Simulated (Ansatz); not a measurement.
Input and output of a self-consistent single point for V3Sn (Pmm2, 8 atoms in the cell) (Ansatz, a first-principles code).

Method of the run: PBEsol, default PAW files made with PBE (plane waves; Ansatz).

```xyz
8
Lattice="4.9633 0.0000 0.0000 0.0000 4.9633 0.0000 0.0000 0.0000 4.9633" Properties=species:S:1:pos:R:3 pbc="T T T"
V      2.4816     1.2408     0.0000
V      2.4816     3.7225     0.0000
V      1.2908     0.0000     2.4816
V      3.7225     0.0000     2.4816
V      0.0000     2.4816     1.2408
V      0.0000     2.4816     3.7225
Sn     2.4816     2.4816     2.4816
Sn     0.0000     0.0000     0.0000
```

Reference input (self-consistent single point, DFT, PBEsol, plane waves, default PAW files made with PBE): basis.ecutwfc = 420 eV; kpoints.mp_grid.grid = 5 5 5; hamiltonian.xc = pbesol; hamiltonian.pseudopotentials = {kind: paw} (the program's default PAW files); scf.occupations.method = gaussian; scf.occupations.width = 0.1 eV. This run's input differs from it in these lines:

Ansatz 0.2 input:
```diff
@@ -19,3 +19,3 @@
   mp_grid:
-    grid: [5, 5, 5]
+    grid: [13, 13, 13]
 hamiltonian:
@@ -27,3 +27,3 @@
     method: gaussian
-    width: 0.1 eV
+    width: 0.05 eV
 output:
```

Output, abridged:

```
SCF iter   1: F=—  HF=-29212.068991 eV  |F-HF|=—  |Δ(HF+E_count)|=         —  Δρ=1.10e-2  dr2=1.27e-1  ethr=1.77e-3  ⟨swp⟩=6.0  Hψ=75846  notcnv=0  defer=31
all-band conjugate gradients solve this SCF's bands
preconditioner: auto → Kerker (q_TF=auto, 2.664 Å⁻¹)
SCF iter   2: F=—  HF=-29212.039700 eV  |F-HF|=—  |Δ(HF+E_count)|=   2.93e-2  Δρ=3.21e-3  dr2=1.22e-2  ethr=1.20e-4  ⟨swp⟩=2.0  Hψ=31829  notcnv=0  defer=1755
   [... lines left out ...]
SCF iter   4: F=—  HF=-29212.036456 eV  |F-HF|=—  |Δ(HF+E_count)|=   1.06e-4  Δρ=1.74e-4  dr2=2.55e-5  ethr=5.10e-7  ⟨swp⟩=2.0  Hψ=27460  notcnv=0  defer=1755
SCF iter   5: F=—  HF=-29212.036371 eV  |F-HF|=—  |Δ(HF+E_count)|=   8.48e-5  Δρ=6.25e-5  dr2=4.23e-6  ethr=2.40e-8  ⟨swp⟩=2.0  Hψ=26513  notcnv=0  defer=1755
SCF iter   6: F=—  HF=-29212.036370 eV  |F-HF|=—  |Δ(HF+E_count)|=   1.39e-6  Δρ=1.47e-5  dr2=2.66e-7  ethr=3.99e-9  ⟨swp⟩=2.0  Hψ=30259  notcnv=0  defer=1755
SCF iter   7: F=-29212.036370 eV  HF=-29212.036370 eV  |F-HF|=2.87e-8  |Δ(HF+E_count)|=   8.11e-9  Δρ=5.40e-6  dr2=3.55e-8  ethr=9.43e-11  ⟨swp⟩=9.9  Hψ=87133  notcnv=0
SCF 1 converged in 7 iterations: F = -29212.036370 eV  dr2 = 3.55e-8
Free energy (F): -29212.036370 eV
Internal energy: -29212.017396 eV  (E = F + TS)
E sigma→0 (E₀):  -29212.026883 eV
Entropy (-TS):   -0.018974 eV (-2.372 meV/atom)
Fermi energy:    15.809880 eV
--- Forces (eV/Å), atoms counted from 1 ---
  atom   1  V      0.03693311    -0.00211692     0.00000000
  atom   2  V      0.03693311     0.00211692     0.00000000
  atom   3  V     -0.26586306     0.00000000     0.00000000
  atom   4  V      0.00712381     0.00000000     0.00000000
  atom   5  V      0.03947164     0.00000000    -0.00290151
  atom   6  V      0.03947164     0.00000000     0.00290151
  atom   7  Sn     0.05503760     0.00000000     0.00000000
  atom   8  Sn     0.05090658     0.00000000     0.00000000
--- Stress (GPa, compression-positive) ---
       -6.305427       0.000000       0.000000
        0.000000      -5.584631       0.000000
        0.000000       0.000000      -7.030047
  P = ⅓ Tr σ = -6.3067 GPa (-63.067 kbar)
  The stress holds the Pulay correction. Without it, at fixed plane waves, as pw.x and ABINIT print it: P = -6.3810 GPa
```

The run converged in 7 iterations. Against the reference run the free energy rises by 2.0 meV/atom, the pressure moves little (-6.24 to -6.31 GPa) and the largest force goes from 0.241 to 0.266 eV/Å.

The starting cell comes from a database of computed structures (which also holds hypothetical and non-ambient phases and stackings), without a prior relaxation at this level. Its lattice was rescaled by up to half a per cent. One atom was moved a little off its site on purpose. Spin polarisation is off. With a pressure of about -6 GPa the cell is away from its equilibrium volume at this level. Ansatz's pressure includes its estimate of the finite-basis (Pulay) stress.

Cost on one core of a shared machine: roughly 4 min.
